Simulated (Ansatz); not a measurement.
F on the 1x1 (101) surface of anatase TiO2 (cut with top plane O), one in a 2x1 cell, started at the site 'bridge O-O (span 2.8 Å)'

Host crystal: anatase TiO2, with a band gap (PBE, scalar-relativistic without spin-orbit coupling).

The numbers are results of PBE (plane waves to 420 eV, PAW; Ansatz, a first-principles code), not measurements.

Model: 37-atom slab, 9.4 Å thick at the start under the adsorbate (thin: gaps and levels are the slab's own), 3x4x1 mesh, Fermi-Dirac 0.01 eV, dipole correction, 14 atoms held, the rest relaxed; no symmetry held; spin-polarised, ending with about 1.0 μB a cell, a value that depends on the mesh; orders that need a larger cell were not tried, no spin-orbit, no U, no dispersion correction. The slab shows no gap over 0.04 eV on its mesh. At the end it is bonded to Ti. In PBE it is, or lies within 0.03 eV of, the lowest of the starts that converged.

| Property | Value |
|---|---|
| adsorption energy against ½ F2(g) | -0.80 eV |
| work function of the top face | 8.57 eV |
| change of the step from the bottom to the top vacuum level, against the clean slab | 1.16 eV |
| energy released by relaxation | 1.71 eV |
| height of the binding atom over the mean of the host atoms within 0.3 Å of the top one | 1.199 Å |
| nearest host atoms of the binding atom | Ti at 1.77 Å, O at 2.73 Å, O at 2.73 Å |
| largest move of a host atom | 0.48 Å |
| note | in the relaxation the adsorbate left its starting site by 1.6 Å |
| cost | very roughly 2.1 core-hours |

A negative adsorption energy means that the adsorbate is more stable on the surface than in its reference.
